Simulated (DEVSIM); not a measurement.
Device: Ge p-n junction from an implanted or diffused profile, at 300 K.

```tsv
layer (left to right)	material	thickness (μm)	Nd (cm⁻³)	τn (s)	τp (s)
1	Ge	9.60	3.9e15	1.5e-7	1.5e-7
```

Added acceptor profile: 2.9e17 cm⁻³ × exp(−(x − 0.11 μm)²/(2·(0.038 μm)²)). Left contact: ohmic. Right contact: ohmic. Voltage is applied to the left contact. Recombination: SRH at mid-gap, Auger. Mobility is μmin + (μ − μmin)/(1 + (N/Nref)^α).

Constants are typed, rounded textbook-type inputs, not results; the design itself was drawn at random and stands for no fabricated device. Values at 300 K.

| parameter | Ge |
|---|---|
| gap (eV) | 0.664 |
| affinity (eV) | 4 |
| permittivity | 16 |
| Nc (cm⁻³) | 1.04e19 |
| Nv (cm⁻³) | 6e18 |
| μn (cm²/Vs) | 3900 |
| μp (cm²/Vs) | 1900 |
| μn,min | 150 |
| μp,min | 100 |
| Nref,n | 2.6e17 |
| Nref,p | 4e17 |
| αn | 0.56 |
| αp | 0.6 |
| Cn (cm⁶/s) | 1e-31 |
| Cp (cm⁶/s) | 1e-31 |

Simulated with DEVSIM: 1D drift-diffusion, Boltzmann statistics, complete ionisation; no tunnelling, impact ionisation, image-force lowering or self-heating.

**Question.** Tabulate band edges, carrier densities and field at zero bias.

**Answer.** Energies count from the Fermi level of the right contact; mesh points crowd at the junctions.

```csv
x (μm),Ec (eV),Ev (eV),n (cm⁻³),p (cm⁻³),field (V/cm)
0.000,0.421,-0.243,8.8e11,4.9e14,26000
0.02061,0.474,-0.190,1.1e11,3.8e15,25000
0.04255,0.524,-0.140,1.6e10,2.7e16,20000
0.06471,0.560,-0.104,4.1e9,1.1e17,12000
0.09856,0.582,-0.082,1.7e9,2.5e17,2400
0.1256,0.581,-0.083,1.8e9,2.4e17,-3100
0.1543,0.564,-0.100,3.5e9,1.2e17,-9200
0.1928,0.515,-0.149,2.3e10,1.9e16,-15000
0.2232,0.469,-0.195,1.4e11,3.2e15,-15000
0.2529,0.427,-0.237,6.9e11,6.4e14,-13000
0.2810,0.392,-0.272,2.7e12,1.6e14,-12000
0.3570,0.314,-0.350,5.6e13,7.8e12,-8600
0.5080,0.230,-0.434,1.4e15,3.0e11,-2900
0.8655,0.204,-0.460,3.9e15,1.1e11,-38
2.144,0.204,-0.460,3.9e15,1.1e11,≈ 0
4.737,0.204,-0.460,3.9e15,1.1e11,≈ 0
7.394,0.204,-0.460,3.9e15,1.1e11,≈ 0
8.593,0.204,-0.460,3.9e15,1.1e11,≈ 0
9.280,0.204,-0.460,3.9e15,1.1e11,≈ 0
9.471,0.204,-0.460,3.9e15,1.1e11,≈ 0
9.556,0.204,-0.460,3.9e15,1.1e11,≈ 0
9.600,0.204,-0.460,3.9e15,1.1e11,≈ 0
```
